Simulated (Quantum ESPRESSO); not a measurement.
**Habitual settings against a tight run: Lu2Al3Fe (R-3m, 6 atoms in the cell)**

Self-consistent single point.

```
CELL_PARAMETERS angstrom
      2.65851     1.53489     4.20366
     -2.65851     1.53489     4.20366
      0.00000    -3.06978     4.20366
ATOMIC_POSITIONS crystal
  Lu 0.62629 0.62629 0.62629
  Lu 0.37371 0.37371 0.37371
  Al 0.00000 0.50000 0.00000
  Al 0.00000 0.00000 0.50000
  Al 0.50000 0.00000 0.00000
  Fe 0.00000 0.00000 0.00000
```
Moments meant for the start (each program seeds them in its own way; μB, in the order of the atoms Lu Lu Al Al Al Fe): 0.0 0.0 0.0 0.0 0.0 4.0.

Method: PBEsol, PSlibrary ultrasoft (PBE) pseudopotentials (plane waves; Quantum ESPRESSO 7.5).

Base settings: ecutwfc = 55 Ry; ecutrho = 440 Ry; occupations = smearing; smearing = marzari-vanderbilt; degauss = 0.0036749 Ry; nspin = 2; input_dft = pbesol; K_POINTS = automatic 5 5 5 0 0 0; conv_thr = 1e-09 Ry; mixing_beta = 0.2.

Tight run (finer mesh or higher cutoff; not a proven limit): ecutwfc: 55 Ry → 77 Ry; ecutrho: 440 Ry → 616 Ry; conv_thr: 1e-09 Ry → 7.3e-11 Ry; K_POINTS: automatic 5 5 5 0 0 0 → automatic 7 7 7 0 0 0. It gave Fermi level (on the code's own zero) 10.94 eV; pressure 2.80 GPa; largest force (vector length) 0.049 eV/Å; size of the cell's spin moment 1.46 μB; site moments (μB, in the program's spheres or projections) Lu -0.04, Lu -0.04, Al -0.01, Al -0.01, Al -0.01, Fe 1.66.

Quick runs, as changes from the base:
- A: the base itself
- B: ecutwfc: 55 Ry → 38 Ry; ecutrho: 440 Ry → 304 Ry; smearing: marzari-vanderbilt → fermi-dirac; degauss: 0.0036749 Ry → 0.0147 Ry; conv_thr: 1e-09 Ry → 7.3e-06 Ry; K_POINTS: automatic 5 5 5 0 0 0 → automatic 4 4 4 0 0 0
- C: K_POINTS: automatic 5 5 5 0 0 0 → automatic 4 4 4 0 0 0

Energies are extrapolated to zero smearing width, which holds to low order in the width alone (under cold and Methfessel-Paxton smearing the free energy itself is taken).

The count of work is k-points × plane waves × bands × iterations; it is no time. Core times come from one kind of shared machine and are given to one figure; runs under 30 s give none.

The starting cell comes from a database of computed structures (which also holds hypothetical and non-ambient phases and stackings), without a prior relaxation at this level. Its lattice was rescaled by a random factor within 2.5 % of one. With one magnetic atom in the cell only a parallel order is possible.

| run | energy less tight (meV/atom) | largest miss in a force vector (eV/Å) | size of the net moment less tight (μB/atom) | count of work / tight | core time / tight (rough) |
|---|---|---|---|---|---|
| A | 2.6 | 0.016 | 0.04 | 0.24 | 0.3 |
| B | 13.1 | 0.037 | 0.00 | 0.064 | 0.06 |
| C | -1.0 | 0.058 | 0.00 | 0.17 | 0.2 |

Among the runs at the tight run's level, the energy misses run from 1.0 to 13.1 meV/atom.

Left out of this page: 3 runs of the series outside the window shown, repeating another row's setting, or not comparable.
